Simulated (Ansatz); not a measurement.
Sr (I4₁/amd, No. 141, 2 atoms in the cell; start mp-10617; another form than the element's usual one) was calculated with LDA (PAW; Ansatz, a first-principles code).

Numerical settings: plane-wave cutoff 520 eV, 16×16×16 k mesh, Fermi–Dirac smearing 0.05 eV, scalar-relativistic PAW data made under PBE.

Cell (relaxed at this level):

```xyz
2
Lattice="-3.5245 3.5245 1.8945 3.5245 -3.5245 1.8945 3.5245 3.5245 -1.8945" Properties=species:S:1:pos:R:3 pbc="T T T"
Sr     0.0000     3.5245     0.9472
Sr     0.0000     0.0000     0.0000
```

### Question
Give the computed bulk modulus.

### Answer

* **bulk modulus**: 10.4 GPa

The run finds no gap.

Note: the bulk modulus is −V dP/dV from two relaxed cells at ±2 % in volume; the relaxation could not lower the start's symmetry, so the cell can be a saddle point above a distorted one.

Static lattice: no zero-point or thermal effects.

The result took about 4 core-minutes (a rough figure).

A start named mp-… is a Materials Project structure, which need not be a measured phase.
